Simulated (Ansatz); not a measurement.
LiCl (Fm-3m), PBE, rigid bands in Ansatz (a first-principles code): Condition of this run: functional PBE, cell relaxed with it. band gap 6.26 eV, N_c = 8.34e18 cm⁻³ and N_v = 9.40e20 cm⁻³ at 300 K, conductivity masses of 0.482 mₑ (electrons) and 1.84 mₑ (holes). Take k_BT = 0.02585 eV.

Problem. What thermal injection velocity √(2k_BT/πm) limits a ballistic channel?

Solution. 7.75e6 cm/s for electrons and 3.97e6 cm/s for holes, a ratio of √(m_h/m_e) = 1.95, for dilute carriers.

Problem. A film of it is 3 nm thick. Estimate the confinement energies in an infinite well.

Solution. ħ²π²/(2m t²) = 0.376 eV·nm²/(m/mₑ × t²) gives 86.7 meV for electrons and 22.7 meV for holes, so the gap would widen to about 6.37 eV. Finite barriers and nonparabolic bands lower this, and with several valleys or bands the heaviest mass along the normal sets the lowest level, not this average.

Problem. Find the intrinsic carrier density and the intrinsic Fermi level.

Solution. n_i = √(N_c N_v) exp(−E_g/2k_BT) = 8.85e19 × exp(−121.07) = 2.3e-33 cm⁻³. The level lies (k_BT/2) ln(N_v/N_c) = 61 meV from mid-gap (positive towards the conduction band). Each 0.1 eV added to the gap lowers n_i by a factor of 6.9.

Rigid, parabolic bands with the computed gap; masses take one relaxation time for all states. Spin-orbit coupling is left out; where it splits the top of the valence band, N_v and the p-type Seebeck coefficient come out somewhat high without it.
